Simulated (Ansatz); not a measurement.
**What uniaxial strain ε_yy = −1.96 % does to Ba**

Start from Ba in the bcc (W type) structure (space group Im-3m, No. 229; a = 4.8832 Å; relaxed with 0.1 eV smearing). Axes: x, y, z lie along the cube axes.

One thing is altered: the cell is compressed by 1.96 % along y with no lateral relaxation; the atoms relax in the strained cell.

All numbers come from Kohn–Sham DFT with the PBEsol functional, run in Ansatz (a first-principles code) with PAW and 420 eV plane waves, no spin-orbit coupling. Γ-centred 19×19×19 mesh, Fermi–Dirac width 0.1 eV.

```csv
quantity,base,changed,shift
volume per atom,58.22 Å³,57.08 Å³,-1.14 Å³
energy relative to the base (free energy F),0 meV/atom,+0.9 meV/atom,+0.9 meV/atom
"pressure (mean of the normal stresses, compression positive)",0.0 GPa,0.2 GPa,+0.2 GPa
band gap,zero,zero,–
"stress (xx, yy, zz, yz, xz, xy; compression positive)",–,"(0.1, 0.3, 0.1, 0.0, 0.0, 0.0) GPa",–
```

Final structure:

```yaml
crystal:
  lattice:
    - [-2.44161, 2.39376, 2.44161]
    - [2.44161, -2.39376, 2.44161]
    - [2.44161, 2.39376, -2.44161]
  atoms:
    - { symbol: Ba, position: [0.00000, 0.00000, 0.00000] }
```

Stability against distortions was not tested. The base started in Cmcm and relaxed to Im-3m at this level.
